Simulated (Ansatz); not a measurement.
A self-consistent single point of ZnPt (P4mm, 2 atoms in the cell) with Ansatz (a quantum-chemistry and plane-wave program).

Computed with PBEsol, default PAW files made with PBE (plane waves; Ansatz).

The change in words: lattice scaled by 0.98; basis.ecutwfc: 420 eV → 1010 eV. Reference geometry:
```yaml
crystal:
  lattice:
    - [2.84231, 0.00000, 0.00000]
    - [0.00000, 2.84231, 0.00000]
    - [0.00000, 0.00000, 3.48408]
  atoms:
    - { symbol: Zn, position: [0.50000, 0.50000, 0.51435] }
    - { symbol: Pt, position: [0.00000, 0.00000, 0.00000] }
```

Reference input (self-consistent single point, DFT, PBEsol, plane waves, default PAW files made with PBE): basis.ecutwfc = 420 eV; kpoints.mp_grid.grid = 12 12 10; hamiltonian.xc = pbesol; hamiltonian.pseudopotentials = {kind: paw} (the program's default PAW files); scf.occupations.method = fermi_dirac; scf.occupations.width = 0.1 eV. This run's input differs from it in these lines:

Ansatz 0.2 input:
```diff
@@ -2,5 +2,5 @@
   lattice:
-    - [2.842307, 0.000000, 0.000000]
-    - [0.000000, 2.842307, 0.000000]
-    - [0.000000, 0.000000, 3.484076]
+    - [2.785461, 0.000000, 0.000000]
+    - [0.000000, 2.785461, 0.000000]
+    - [0.000000, 0.000000, 3.414394]
   atoms:
@@ -9,3 +9,3 @@
 basis:
-  ecutwfc: 420.0 eV
+  ecutwfc: 1010.0 eV
 kpoints:
```

The program printed (abridged):

```
SCF iter   1: F=—  HF=-15665.818505 eV  |F-HF|=—  |Δ(HF+E_count)|=         —  Δρ=8.43e-3  dr2=1.92e-2  ethr=1.77e-3  ⟨swp⟩=4.8  Hψ=14727  notcnv=0
all-band conjugate gradients solve this SCF's bands
preconditioner: auto → none
SCF iter   2: F=—  HF=-15665.815887 eV  |F-HF|=—  |Δ(HF+E_count)|=   2.62e-3  Δρ=4.80e-3  dr2=8.60e-3  ethr=6.40e-5  ⟨swp⟩=2.7  Hψ=6458  notcnv=0
SCF iter   3: F=—  HF=-15665.814029 eV  |F-HF|=—  |Δ(HF+E_count)|=   1.86e-3  Δρ=2.11e-3  dr2=6.97e-4  ethr=2.87e-5  ⟨swp⟩=2.4  Hψ=5302  notcnv=0
SCF iter   4: F=—  HF=-15665.813660 eV  |F-HF|=—  |Δ(HF+E_count)|=   3.69e-4  Δρ=3.38e-4  dr2=1.47e-5  ethr=2.32e-6  ⟨swp⟩=2.0  Hψ=4846  notcnv=0
SCF iter   5: F=—  HF=-15665.813632 eV  |F-HF|=—  |Δ(HF+E_count)|=   2.76e-5  Δρ=5.08e-5  dr2=5.42e-7  ethr=4.90e-8  ⟨swp⟩=3.0  Hψ=6102  notcnv=0
SCF iter   6: F=-15665.813632 eV  HF=-15665.813632 eV  |F-HF|=4.07e-8  |Δ(HF+E_count)|=  7.57e-10  Δρ=1.40e-5  dr2=5.98e-8  ethr=3.33e-10  ⟨swp⟩=5.3  Hψ=14384  notcnv=0
SCF 1 converged in 6 iterations: F = -15665.813632 eV  dr2 = 5.98e-8
Free energy (F): -15665.813632 eV
Internal energy: -15665.800037 eV  (E = F + TS)
E sigma→0 (E₀):  -15665.806834 eV
Entropy (-TS):   -0.013596 eV (-6.798 meV/atom)
Fermi energy:    19.800339 eV
--- Forces (eV/Å), atoms counted from 1 ---
  atom   1  Zn    -0.00000000     0.00000000    -0.48623938
  atom   2  Pt     0.00000000     0.00000000     0.48656616
--- Stress (GPa, compression-positive) ---
       12.791611       0.000000       0.000000
        0.000000      12.791611       0.000000
        0.000000       0.000000      11.857717
  P = ⅓ Tr σ = 12.4803 GPa (124.803 kbar)
  The stress holds the Pulay correction. Without it, at fixed plane waves, as pw.x and ABINIT print it: P = 12.4783 GPa
```

The run converged in 6 iterations. Against the reference run the free energy rises by 24.2 meV/atom, the pressure goes from -1.38 to 12.48 GPa and the largest force goes from 0.363 to 0.487 eV/Å.

The starting cell comes from a database of computed structures (which also holds hypothetical and non-ambient phases and stackings), without a prior relaxation at this level. Its lattice was rescaled by up to half a per cent. One atom was moved a little off its site on purpose. For this run, on top of that: lattice scaled by 0.98. Spin polarisation is off. Ansatz's pressure includes its estimate of the finite-basis (Pulay) stress.
